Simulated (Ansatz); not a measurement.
# Effect of pressure 7 GPa on Ta2N

Base system: Ta2N in the anti-CdI2 type structure (space group P-3m1, No. 164; a = 3.0667 Å, c = 4.8845 Å).

The change: a hydrostatic pressure of 7 GPa.

Computed with r2SCAN+rVV10 in Ansatz (plane waves to 500 eV, PAW, spin-orbit coupling left out). Settings: 17×17×10 k-points, 0.05 eV Fermi–Dirac smearing.

The volume per atom falls by 0.29 Å³ to 12.97 Å³ and the density grows by 0.36 g/cm³, from 15.69 g/cm³ to 16.05 g/cm³. The c/a ratio goes up by 0.003, from 1.593 to 1.596 and the shortest interatomic distance drops by 0.014 Å (2.171 Å → 2.157 Å). The enthalpy H = E + PV relative to the base's energy amounts to +0.57 eV/atom and the band gap is still zero.

Final structure:

```
CELL_PARAMETERS angstrom
      3.04157     0.00000     0.00000
     -1.52078     2.63408     0.00000
      0.00000     0.00000     4.85512
ATOMIC_POSITIONS crystal
  N  0.00000 0.00000 0.00000
  Ta 0.33333 0.66667 0.25800
  Ta 0.66667 0.33333 0.74200
```

Cost of the whole job for the changed cell (relaxation, final SCF and bands): about 4 core-minutes (a rough figure).

Load acts through the strain it causes; cell and atoms are relaxed under it. No phonon test of stability was made. Competing high-pressure phases were not computed. All final runs are without spin polarisation. An odd electron count without spin: Ta2N.

Ansatz is an electronic-structure program.
